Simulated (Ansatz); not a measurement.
**PbTe: response to strain**

Base system: PbTe in the rock salt structure (space group Fm-3m, No. 225; a = 6.380 Å).

Strains are applied to the cell and any free atomic positions relax.

Method: Ansatz (an electronic-structure program) LDA, no spin-orbit coupling.

Notes on the quantities. energy relative to the base: free energy F.

```csv
isotropic strain (%),energy relative to the base (meV/atom)
-2.5,30.4
-1.5,10.5
-1,4.6
-0.5,?
0,0.0
0.5,1.1
1.5,9.5
2,16.6
2.5,25.5
```

Fit ΔE = Aε² + Bε³ (ε in %) to the rows shown and predict the withheld row.

Least squares on the printed values gives A = 4.47 and B = -0.16 meV/atom (largest residual 0.1 meV/atom); this predicts 1.1 meV/atom, and the run gives 1.1 meV/atom, in agreement.

Whether these cells are dynamically stable was not tested.
